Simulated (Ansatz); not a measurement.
# A computed series for hypothetical cubic perovskite TlCdBr3: response to strain and stress

Consider TlCdBr₃ in the cubic perovskite structure (space group Pm-3m, No. 221; a = 5.534 Å; a hypothetical phase, not in the database extracts checked). Axes: x, y, z lie along the cube axes.

Strains are applied to the cell and any free atomic positions relax; under stress the whole cell relaxes.

Calculations: Ansatz (an electronic-structure program), PBE, PAW, cutoff 420 eV, spin-orbit coupling left out.

Candidates:
(a) uniaxial stress, 3 GPa compression along x
(b) uniaxial strain ε_zz = +2.25 %
(c) tensor shear ε_xz = +0.95 %

Before the change:

The smallest direct gap comes out as 1.38 eV.

**Question.** Order them by smallest direct gap, lowest first.

**Answer.** (b) uniaxial strain ε_zz = +2.25 % (1.28 eV), (c) tensor shear ε_xz = +0.95 % (1.33 eV), (a) uniaxial stress, 3 GPa compression along x (1.46 eV)

Spin-orbit coupling, missing from the scalar runs, can matter with Tl. Stability under load was not tested beyond the relaxation. Many cubic perovskites are stable only at high temperature; tilts and polar distortions were not tested.
